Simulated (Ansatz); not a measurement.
Abridged Ansatz (a quantum-chemistry and plane-wave program) output:

```
Relaxation: its limit of steps is 60 (relax.max_steps)
Pseudopotential: Ti, paw, valence charge 12
Pseudopotential: O, paw, valence charge 6
Crystal: 6 atoms, lattice volume = 61.657 Å³
Basis set: ecut = 500 eV, 1559 PW (Γ), exchange–correlation on 144×144×96 points (64 copies of the dense FFT grid, shifted against one another)
Bands: 30, of which v1, the nominal top of the filled ones, is band 24 counted from 1 (23 counted from 0)
Symmetry: 16 space group operations
k-points: 60 of 539
Functional: x = r2scan, c = r2scan; τ floored in thin density (d = 2e-4 eV/Å³)
SCF iter   1: F=—  HF=-7292.493004 eV  |F-HF|=—  |Δ(HF+E_count)|=         —  Δρ=8.30e-2  dr2=4.25e0  dr2_τ=7.23e-1  ethr=3.10e-3  ⟨swp⟩=5.9  Hψ=6265  notcnv=0
SCF iter   2: F=—  HF=-7292.465361 eV  |F-HF|=—  |Δ(HF+E_count)|=   2.76e-2  Δρ=4.25e-2  dr2=6.92e-1  dr2_τ=1.74e-1  ethr=3.10e-3  ⟨swp⟩=2.5  Hψ=3548  notcnv=0  defer=86
SCF 1 converged in 8 iterations: F = -7292.567254 eV  dr2 = 4.49e-8
relax step   1: F+E_penalty+E_count = -7292.56725384 eV  Δ(F+E_penalty+E_count) = +0.000e0 eV  max|allowed force component| = 3.636e-5 eV/Å  Δτ_max = 0.0000 Å  P = +3.000 GPa  Ω = 61.657 Å³  (8 SCF iters, dr2 threshold 1.00e-7 eV, accepted)
[... steps on the carried basis left out ...]
relax step   7: F+E_penalty+E_count = -7292.55498941 eV  Δ(F+E_penalty+E_count) = +4.512e-4 eV  max|allowed force component| = 1.909e-5 eV/Å  Δτ_max = 0.0000 Å  P = +5.004 GPa  Ω = 61.165 Å³  stress off target by 3.97e-3 GPa  SCF on the basis re-selected at this cell (its energy is not comparable with the rows above)  (6 SCF iters)
SCF converged after 6 iterations
Free energy (F): -7292.554989 eV
Internal energy: -7292.554989 eV  (E = F + TS)
E sigma→0 (E₀):  -7292.554989 eV
Fermi energy:    10.150738 eV
--- Forces (eV/Å), atoms counted from 1 ---
  atom   1  Ti     0.00000000    -0.00000000     0.00000000
  atom   2  Ti    -0.00000000    -0.00000000     0.00000000
  atom   3  O     -0.00001909    -0.00001909     0.00000000
  atom   4  O     -0.00001909     0.00001909     0.00000000
  atom   5  O      0.00001909    -0.00001909     0.00000000
  atom   6  O      0.00001909     0.00001909     0.00000000
--- Stress (GPa, compression-positive) ---
        5.003757      -0.000000       0.000000
       -0.000000       5.003757       0.000000
        0.000000       0.000000       5.003970
  P = ⅓ Tr σ = 5.0038 GPa (50.038 kbar)
--- Relaxed structure (6 steps of the walk, 6 accepted, 1 SCFs on fresh bases) ---
  cell:  # Å, volume = 61.1649 Å³
    - [4.559178858687014, -1.1497358201786197e-34, 0.0]
    - [-1.1497358201786197e-34, 4.559178858687014, 0.0]
    - [0.0, 0.0, 2.942585593415548]
  atoms:
    - { symbol: Ti, position: [1.2345978004205149e-22, 5.802609661977412e-21, 0.0] }
    - { symbol: Ti, position: [0.5, 0.5, 0.5] }
    - { symbol: O, position: [0.3039230918002309, 0.3039230918002309, 0.0] }
    - { symbol: O, position: [0.8039230918002311, 0.196076908199769, 0.5] }
    - { symbol: O, position: [0.196076908199769, 0.8039230918002311, 0.5] }
    - { symbol: O, position: [0.696076908199769, 0.696076908199769, 0.0] }
```

### Question
What was computed, and what are the main results?

### Answer
TiO2, 6 atoms in the cell, with r2SCAN, PAW, 500 eV (Ansatz; without spin-orbit coupling), earlier PAW set, from a series relaxed to a target (pressure 5 GPa). The last SCF converged to F = -7292.554989 eV, or -1215.4258 eV per atom, at a pressure of 5.00 GPa. The total energy compares only with runs of the same code, potentials and settings.

Load acts through the strain it causes; cell and atoms are relaxed under it. Stability against distortions was not tested. No other phases were tried under pressure. The final runs are not spin-polarised. The cell was made from TiO₂ in the rutile structure (space group P4_2/mnm, No. 136) by this change: pressure 5 GPa.

Keys are those of Ansatz 0.2.
